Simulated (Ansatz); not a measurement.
Input and output of a self-consistent single point for LaBPd3 (P4mm, 5 atoms in the cell) (Ansatz, a quantum-chemistry and plane-wave program).

Level of theory: PBEsol, harder PAW files (source: ansatz) made with PBE (plane waves; Ansatz).

```yaml
crystal:
  lattice:
    - [4.39533, 0.00000, 0.00000]
    - [0.00000, 4.39533, 0.00000]
    - [0.00000, 0.00000, 4.39533]
  atoms:
    - { symbol: La, position: [0.00000, 0.00000, 0.01138] }
    - { symbol: B, position: [0.50000, 0.50000, 0.50000] }
    - { symbol: Pd, position: [0.00000, 0.50000, 0.50000] }
    - { symbol: Pd, position: [0.50000, 0.00000, 0.50000] }
    - { symbol: Pd, position: [0.50000, 0.50000, 0.00000] }
```

Reference input (self-consistent single point, DFT, PBEsol, plane waves, default PAW files made with PBE): basis.ecutwfc = 420 eV; kpoints.mp_grid.grid = 7 7 7; hamiltonian.xc = pbesol; hamiltonian.pseudopotentials = {kind: paw} (the program's default PAW files); scf.occupations.method = fermi_dirac; scf.occupations.width = 0.1 eV. This run's input differs from it in these lines:

Ansatz 0.2 input:
```diff
@@ -13,3 +13,3 @@
 basis:
-  ecutwfc: 420.0
+  ecutwfc: 495.0
 kpoints:
@@ -18,3 +18,3 @@
   xc: pbesol
-  pseudopotentials: { kind: paw }
+  pseudopotentials: { kind: paw, source: ansatz }
 scf:
```

Output, abridged:

```
SCF iter   1: F=—  HF=-27120.704378 eV  |F-HF|=—  |Δ(HF+E_count)|=         —  Δρ=9.53e-1  dr2=1.70e3  ethr=3.10e-3  ⟨swp⟩=5.8  Hψ=5579  notcnv=0
all-band conjugate gradients solve this SCF's bands
preconditioner: auto → Kerker (q_TF=auto, 2.629 Å⁻¹)
SCF iter   2: F=—  HF=-27200.725542 eV  |F-HF|=—  |Δ(HF+E_count)|=    8.00e1  Δρ=3.22e-1  dr2=1.21e2  ethr=3.10e-3  ⟨swp⟩=11.2  Hψ=9688  notcnv=0  defer=13
   [... lines left out ...]
SCF iter   9: F=—  HF=-27067.440285 eV  |F-HF|=—  |Δ(HF+E_count)|=   1.89e-2  Δρ=6.62e-4  dr2=8.66e-4  ethr=4.72e-5  ⟨swp⟩=4.5  Hψ=3415  notcnv=0  defer=2
SCF iter  10: F=—  HF=-27067.439947 eV  |F-HF|=—  |Δ(HF+E_count)|=   3.38e-4  Δρ=7.13e-5  dr2=6.82e-6  ethr=1.27e-6  ⟨swp⟩=2.8  Hψ=2811  notcnv=0  defer=1
SCF iter  11: F=—  HF=-27067.439815 eV  |F-HF|=—  |Δ(HF+E_count)|=   1.32e-4  Δρ=1.78e-5  dr2=4.44e-7  ethr=1.00e-8  ⟨swp⟩=3.2  Hψ=2831  notcnv=0
SCF iter  12: F=-27067.439815 eV  HF=-27067.439815 eV  |F-HF|=3.53e-8  |Δ(HF+E_count)|=   1.11e-7  Δρ=4.85e-6  dr2=3.89e-8  ethr=1.47e-10  ⟨swp⟩=14.9  Hψ=9994  notcnv=0
SCF 1 converged in 12 iterations: F = -27067.439815 eV  dr2 = 3.89e-8
Free energy (F): -27067.439815 eV
Internal energy: -27067.309942 eV  (E = F + TS)
E sigma→0 (E₀):  -27067.374878 eV
Entropy (-TS):   -0.129872 eV (-25.974 meV/atom)
Fermi energy:    16.022559 eV
--- Forces (eV/Å), atoms counted from 1 ---
  atom   1  La     0.00000000     0.00000000    -0.19388778
  atom   2  B      0.00000000     0.00000000     0.00714620
  atom   3  Pd    -0.00000000     0.00000000     0.10548614
  atom   4  Pd     0.00000000     0.00000000     0.10548614
  atom   5  Pd     0.00000000     0.00000000    -0.02423768
--- Stress (GPa, compression-positive) ---
       -4.297270       0.000000       0.000000
        0.000000      -4.297270       0.000000
        0.000000       0.000000      -4.319205
  P = ⅓ Tr σ = -4.3046 GPa (-43.046 kbar)
  The stress holds the Pulay correction. Without it, at fixed plane waves, as pw.x and ABINIT print it: P = -6.6373 GPa
```

The run converged in 12 iterations. Against the reference run the pressure moves little (-4.33 to -4.30 GPa) and the largest force stays at 0.194 eV/Å.

The starting cell comes from a database of computed structures (which also holds hypothetical and non-ambient phases and stackings), without a prior relaxation at this level. Its lattice was rescaled by up to half a per cent. One atom was moved a little off its site on purpose. Spin polarisation is off. Ansatz's pressure includes its estimate of the finite-basis (Pulay) stress. Without the estimate this run gives -6.64 GPa. The cutoff lies below the one recommended for these files.

Cost on one core of a shared machine: roughly 30 s.
